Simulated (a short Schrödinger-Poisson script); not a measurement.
System: gated In0.52Al0.48As/In0.53Ga0.47As modulation-doped gas in a quantum well, at 77 K.

```csv
layer,material,thickness (nm),Nd (cm⁻³),Na (cm⁻³)
1,In0.52Al0.48As,10,-,-
2,In0.52Al0.48As,20,5.1e17,-
3,In0.52Al0.48As,2,-,-
4,In0.53Ga0.47As,15,-,-
5,In0.52Al0.48As,4000,-,1e15
```

The device is made up for the run: typed textbook-type constants, with dimensions and the other settings drawn at random. In0.52Al0.48As: permittivity 12.5, conduction-band edge (eV) 0.52, gap (eV) 1.45, electron mass (mₑ) 0.075, Nv at 300 K (cm⁻³) 1.1e19. In0.53Ga0.47As: permittivity 13.9, conduction-band edge (eV) 0, gap (eV) 0.74, Nv at 300 K (cm⁻³) 7.7e18.

Channel valleys (confinement mass, in-plane density-of-states mass, number): Γ 0.041, 0.041, 1. At the gate the conduction-band edge of layer 1 lies 0.65 eV − eVg above the Fermi level of the channel; the field vanishes at the back. Donor level 0.05 eV below the band edge. The barrier under the gate holds no holes. Gaps are held at their typed values at every temperature. Mesh 0.08 nm at interfaces.

From a short Schrödinger-Poisson script (our own, NumPy): 1D Poisson equation in equilibrium, electrons quantum, Hartree (BenDaniel-Duke, 40 states a valley, the channel's in-plane mass for all, wave functions free to enter the barrier), parabolic valleys, classical holes, donors ionised by Fermi statistics, acceptors fully, no traps, pinning or gate leakage.

The same stack at other levels of the model or other numerical settings:

| run | sheet density of all electrons at Vg = 0.4 V (cm⁻²) | sheet density of all electrons at Vg = -0.1 V (cm⁻²) | capacitance at Vg = 0.4 V (μF/cm²) | centroid of the channel electrons at Vg = 0.4 V (nm) | rough cost against the base |
|---|---|---|---|---|---|
| base | 8.24e11 | 3.05e9 | 0.282 | 5.98 | about 1 |
| electrons treated as classical, Boltzmann | 1.02e12 | 2.21e10 | 0.337 | 1.67 | 0.03 |
| electrons treated as classical, Fermi-Dirac | 8.65e11 | 1.98e10 | 0.287 | 5.22 | 0.1 |
| electrons treated as quantum, Hartree plus LDA exchange-correlation | 8.43e11 | 3.84e9 | 0.284 | 5.91 | about 1 |
| mesh six times as coarse | 8.23e11 | 2.98e9 | 0.282 | 5.96 | 0.2 |
| one subband a valley | 8.24e11 | 3.05e9 | 0.282 | 5.98 | 0.2 |

The classical rows ignore confinement, and Boltzmann statistics overrate the density once the band edge passes the Fermi level.
